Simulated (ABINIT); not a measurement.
A self-consistent single point of Br (Cmce, 4 atoms in the cell) with ABINIT.

Method: LDA (PW92), norm-conserving pseudopotentials (PseudoDojo nc-sr-04 LDA standard) (plane waves; ABINIT).

```
CELL_PARAMETERS angstrom
      2.24022    -3.33533     0.00000
      2.24022     3.33533     0.00000
      0.00000     0.00000     8.72087
ATOMIC_POSITIONS crystal
  Br 0.86100 0.86100 0.88900
  Br 0.63900 0.63900 0.38900
  Br 0.36100 0.36100 0.61100
  Br 0.13900 0.13900 0.11100
```

Reference input (self-consistent single point, DFT, PBE, plane waves, norm-conserving pseudopotentials (PseudoDojo nc-sr-05 PBE standard)): pseudos = [Br.upf]; ecut = 23 Ha; ixc = 11; occopt = 3; tsmear = 0.01 eV; ngkpt = 5 5 2; nshiftk = 1; shiftk = 0 0 0; potentials = PseudoDojo nc-sr-05 PBE standard; nband = 19; kptopt = 1; nstep = 50. This run's input differs from it in these lines:

```diff
@@ -1,2 +1,2 @@
-# Br, PseudoDojo nc-sr-05 PBE standard
+# Br, PseudoDojo nc-sr-04 LDA standard
 pp_dirpath "./"
@@ -18,4 +18,4 @@
       Angstrom
-ecut 23 Ha
-ixc 11
+ecut 22 Ha
+ixc 7
 occopt 3
```

Its files differ too (potentials: PseudoDojo nc-sr-05 PBE standard → PseudoDojo nc-sr-04 LDA standard).

The program printed (abridged):

```
--- !BeginCycle
solver: {iscf: 7, nstep: 50, nline: 4, wfoptalg: 0, }
tolerances: {tolvrs: 1.00E-10, }
...

     iter   Etot(hartree)      deltaE(h)  residm     vres2
 ETOT  1  -63.089978564781    -6.309E+01 3.864E-02 2.174E+01
 ETOT  2  -63.116367958412    -2.639E-02 1.520E-03 9.662E-01
 ETOT  3  -63.116513113485    -1.452E-04 5.541E-04 7.494E-02
 ETOT  4  -63.116522910568    -9.797E-06 4.199E-04 1.110E-02
 ETOT  5  -63.116524296710    -1.386E-06 1.448E-04 7.012E-05
 ETOT  6  -63.116524303330    -6.620E-09 6.719E-05 5.781E-06
 ETOT  7  -63.116524303948    -6.180E-10 1.437E-05 1.951E-07
 ETOT  8  -63.116524303965    -1.749E-11 1.162E-05 8.078E-09
 ETOT  9  -63.116524303966    -7.461E-13 2.010E-06 4.704E-10
 ETOT 10  -63.116524303966    -2.984E-13 1.741E-06 2.749E-11
 At SCF step   10       vres2   =  2.75E-11 < tolvrs=  1.00E-10 =>converged.

 Cartesian components of stress tensor (hartree/bohr^3)
  sigma(1 1)=  7.12673049E-05  sigma(3 2)=  0.00000000E+00
  sigma(2 2)=  3.22447182E-05  sigma(3 1)=  0.00000000E+00
  sigma(3 3)=  4.63249584E-05  sigma(2 1)=  0.00000000E+00

 ----iterations are completed or convergence reached----

 reduced coordinates (array xred) for    4 atoms
       0.861000000000      0.861000000000      0.889000000000
       0.639000000000      0.639000000000      0.389000000000
       0.361000000000      0.361000000000      0.611000000000
       0.139000000000      0.139000000000      0.111000000000
 cartesian forces (eV/Angstrom) at end:
    1     -0.21095564940149    -0.00000000000000    -0.55018185994754
   [... lines left out ...]
 Fermi (or HOMO) energy (hartree) =   0.06464   Average Vxc (hartree)=  -0.32007
   [... lines left out ...]
total_energy        : -6.31165243039664E+01
total_energy_eV     : -1.71748797074425E+03
band_energy         : -5.36770684895278E+00
...

-Cartesian components of stress tensor (GPa)         [Pressure= -1.4695E+00 GPa]
- sigma(1 1)=  2.09675615E+00  sigma(3 2)=  0.00000000E+00
- sigma(2 2)=  9.48672203E-01  sigma(3 1)=  0.00000000E+00
- sigma(3 3)=  1.36292710E+00  sigma(2 1)=  0.00000000E+00

 Calculation completed.
```

The run converged in 10 iterations. Against the reference run the pressure goes from 1.89 to -1.47 GPa, the largest force goes from 0.749 to 0.589 eV/Å and the gap on the mesh goes from 1.763 to 1.635 eV.

The starting cell has typed, rounded lattice constants, without a prior relaxation at this level. Its lattice was rescaled by a random factor within 2.5 % of one.

Cost on one core of a shared machine: roughly 70 s.
